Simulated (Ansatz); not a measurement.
wurtzite GaP, (0001) cell (GaP held in this type, which need not be the stable form), on its own PBE lattice.

```
CELL_PARAMETERS angstrom
      3.88160     0.00000     0.00000
     -1.94080     3.36156     0.00000
      0.00000     0.00000     6.39572
ATOMIC_POSITIONS crystal
  Ga 0.33333 0.66667 0.00096
  P  0.33333 0.66667 0.37504
  Ga 0.66667 0.33333 0.50096
  P  0.66667 0.33333 0.87504
```

Methods: HSE06 (plane waves to 420 eV, PAW; Ansatz, a first-principles code); HSE06 with spin-orbit coupling (plane waves to 420 eV, PAW; Ansatz). Geometries and values that name no level are of the first. Values not marked SOC have no spin–orbit coupling. Its k-point mesh 6×6×3, Fermi–Dirac width 0.01 eV. HSE06 ran on meshes of its own (6×6×3); its edges and gaps are taken over the mesh and over extra points off it, mostly where PBE has its edges.

All levels ran on one geometry.

```tsv
level	mesh	gap (eV)	valence edge over the mean potential (eV)	conduction edge (eV)
HSE06	6×6×3	2.08	3.04	5.11
HSE06+SOC	6×6×3	2.05	3.07	5.11
```
